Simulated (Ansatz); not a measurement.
```yaml
crystal:
  lattice:
    - [11.00000, 0.00000, 0.00000]
    - [0.00000, 11.00000, 0.00000]
    - [0.00000, 0.00000, 5.81921]
  atoms:
    - { symbol: Pb, position: [0.50000, 0.50000, 0.00000] }
    - { symbol: Pb, position: [0.50000, 0.50000, 0.50000] }
```

The numbers are results of PBE (plane waves to 420 eV, PAW; Ansatz, a program for electronic structure), not measurements. Mesh 1×1×52. No spin polarisation, so a magnetic state wasn't tested. Periodic along z alone, with about 11 Å of vacuum beside it. A model structure. Only distortions within the start's symmetry and period were free. Pairing along the axis, which can open a gap, is among the distortions not tried. Values not marked SOC lack spin–orbit coupling. Buckling under compression is shut out by symmetry and the short period.

Task: Say what this body is, and give its properties.

Result: Free linear chain of Pb atoms. A hypothetical model.
| Item | Value |
|---|---|
| PBE gap | none (under 0.01 eV) |
| crossings of the Fermi level between Γ and the zone edge (49 points) | 3, each for both spins (ideal conductance 3 × 2e²/h) |
| work function (PBE) | 4.26 eV |
| axial stiffness dF/dε | 20 nN |
